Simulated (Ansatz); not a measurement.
**What pressure 30 GPa does to NiSi**

The parent structure is NiSi (space group Pnma, No. 62; a = 5.190 Å, b = 3.350 Å, c = 5.624 Å; non-magnetic).

Modification: cell and atoms relaxed at a pressure of 30 GPa.

All numbers come from DFT with PBE, PAW potentials and a 420 eV plane-wave cutoff in Ansatz (a first-principles code), no spin-orbit coupling. Γ-centred 9×14×8 mesh, Fermi–Dirac width 0.05 eV.

Density: 6.77 g/cm³ (base 5.89 g/cm³)
Shortest interatomic distance: 2.223 Å (base 2.288 Å)
Enthalpy H = E + PV relative to the base's energy: +2.13 eV/atom
Band gap: zero (base zero)

Final structure:

```
CELL_PARAMETERS angstrom
      4.87903     0.00000     0.00000
      0.00000     3.36016     0.00000
      0.00000     0.00000     5.19507
ATOMIC_POSITIONS crystal
  Ni 0.51602 0.25000 0.68094
  Ni 0.01602 0.25000 0.81906
  Ni 0.48398 0.75000 0.31906
  Ni 0.98398 0.75000 0.18094
  Si 0.67040 0.25000 0.09790
  Si 0.17040 0.25000 0.40210
  Si 0.32960 0.75000 0.90210
  Si 0.82960 0.75000 0.59790
```

Load acts through the strain it causes; cell and atoms are relaxed under it. No phonon test of stability was made. Competing high-pressure phases were not computed. Seeded moments were not kept for the base. All final runs are without spin polarisation.
